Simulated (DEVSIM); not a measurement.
System: illuminated Si n-on-p cell, one wavelength, at 300 K.

| layer (left to right) | material | thickness (μm) | Nd (cm⁻³) | Na (cm⁻³) | τn (s) | τp (s) | absorption coefficient (cm⁻¹) |
|---|---|---|---|---|---|---|---|
| 1 | Si | 0.0610 | 1.1e18 | - | 1e-5 | 2.7e-6 | 1600 |
| 2 | Si | 250 | - | 4.4e15 | 0.00014 | 0.00014 | 1600 |

Left contact: ohmic, minority hole recombination velocity 300 cm/s. Right contact: ohmic, minority electron recombination velocity 4e6 cm/s. Voltage is applied to the left contact. Recombination: SRH at mid-gap, radiative, Auger. Light enters at the left, 1.1e17 photons cm⁻² s⁻¹, one pass, no reflection. Mobility is μmin + (μ − μmin)/(1 + (N/Nref)^α).

This is a model device: material constants are rounded textbook-type values typed into the input, and sizes, dopings and lifetimes were drawn at random. Values at 300 K.

| parameter | Si |
|---|---|
| gap (eV) | 1.124 |
| affinity (eV) | 4.05 |
| permittivity | 11.7 |
| Nc (cm⁻³) | 2.86e19 |
| Nv (cm⁻³) | 3.1e19 |
| μn (cm²/Vs) | 1417 |
| μp (cm²/Vs) | 470 |
| μn,min | 52 |
| μp,min | 45 |
| Nref,n | 9.7e16 |
| Nref,p | 2.2e17 |
| αn | 0.68 |
| αp | 0.72 |
| B (cm³/s) | 4.7e-15 |
| Cn (cm⁶/s) | 2.8e-31 |
| Cp (cm⁶/s) | 9.9e-32 |

DEVSIM, 1D drift-diffusion, Boltzmann statistics, complete ionisation; no tunnelling, impact ionisation, image-force lowering or self-heating.

Base results: dark forward voltage at 100 A/cm² (V) 0.904; share of generated pairs collected at short circuit 0.977; short-circuit current (mA/cm²) 17.2; largest power (mW/cm²) 7.93.

What follows from this one change: minority lifetime in layer 2 0.00014 → 0.0042 s?

dark forward voltage at 100 A/cm² 0.904 → 0.899 V; share of generated pairs collected at short circuit little changed (0.977); short-circuit current little changed (17.2 mA/cm²); largest power little changed (7.95 mW/cm²).

What follows from this one change: thickness of layer 2 250 → 88 μm?

dark forward voltage at 100 A/cm² 0.904 → 0.828 V; share of generated pairs collected at short circuit 0.977 → 0.935; short-circuit current 17.2 → 16.5 mA/cm²; largest power 7.93 → 7.17 mW/cm².

What follows from this one change: constant mobility in place of the doping-dependent one?

dark forward voltage at 100 A/cm² 0.904 → 0.895 V; share of generated pairs collected at short circuit little changed (0.977); short-circuit current little changed (17.2 mA/cm²); largest power little changed (7.89 mW/cm²).

What follows from this one change: Auger recombination switched off?

dark forward voltage at 100 A/cm² 0.904 → 0.892 V; share of generated pairs collected at short circuit little changed (0.977); short-circuit current little changed (17.2 mA/cm²); largest power little changed (7.93 mW/cm²).
